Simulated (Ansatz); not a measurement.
Partial pair distribution functions of a relaxed model of amorphous In₉Ga₉Zn₉O₃₆, broadened by 0.06 Å; density 5.38 g/cm³. Calculation: PBE, scalar-relativistic without spin-orbit coupling (plane waves to 420 eV, PAW; Ansatz, a quantum-chemistry and plane-wave program).

It comes from a melt-quench run on a machine-learned potential (CHGNet), relaxed afterwards by DFT. O atoms were pushed apart under 1.9 Å during the dynamics, to hinder bonds among them. The hot cell started wider than the set density and was brought back towards it in steps. It is the lowest in DFT energy of 2 quenches. It is a model cell: composition and starting density were chosen by hand, and all elements were melted together. No dispersion term was used. Its density started from a set value of 5.43 and ended at 5.38 g/cm³. The simulated quench (nominally 210 K/ps over its main leg) is rapid and tends to freeze in more defects than a deposited or slowly cooled glass has. A cell of this size samples the disorder only roughly. Volume and shape were free in the relaxation.

```csv
r (Å),g In-O,g Ga-O,g In-In,g Ga-Ga
1.60,0.00,0.01,0.00,0.00
1.70,0.00,0.45,0.00,0.00
1.80,0.00,5.61,0.00,0.00
1.90,0.10,10.64,0.00,0.00
2.00,2.34,4.30,0.00,0.00
2.10,7.60,1.33,0.00,0.00
2.20,6.48,0.40,0.00,0.00
2.30,2.95,0.11,0.00,0.00
2.40,1.30,0.07,0.00,0.00
2.50,0.40,0.23,0.00,0.00
2.60,0.07,0.05,0.00,0.00
2.70,0.00,0.01,0.00,0.00
2.80,0.00,0.13,0.00,0.03
2.90,0.02,0.22,0.00,0.76
3.00,0.14,0.22,0.00,1.09
3.10,0.08,0.17,0.00,0.83
3.20,0.12,0.17,0.26,3.47
3.30,0.28,0.36,1.43,6.63
3.40,0.23,0.60,2.95,3.98
3.50,0.49,0.62,2.25,0.80
3.60,0.61,0.81,1.65,0.04
3.70,0.56,1.31,1.46,0.15
3.80,0.83,1.12,3.37,0.77
3.90,1.15,1.49,2.45,0.25
4.00,1.46,1.42,2.65,0.01
4.10,1.08,1.38,1.35,0.00
4.20,1.01,1.57,0.10,0.00
4.30,1.19,1.59,0.14,0.13
4.40,1.16,1.35,0.59,0.75
4.50,1.24,1.12,0.16,1.08
4.60,1.67,1.25,0.01,1.85
4.70,2.26,1.69,0.24,1.65
```

Within 2.66 Å each In has 5.22 O neighbours on average.
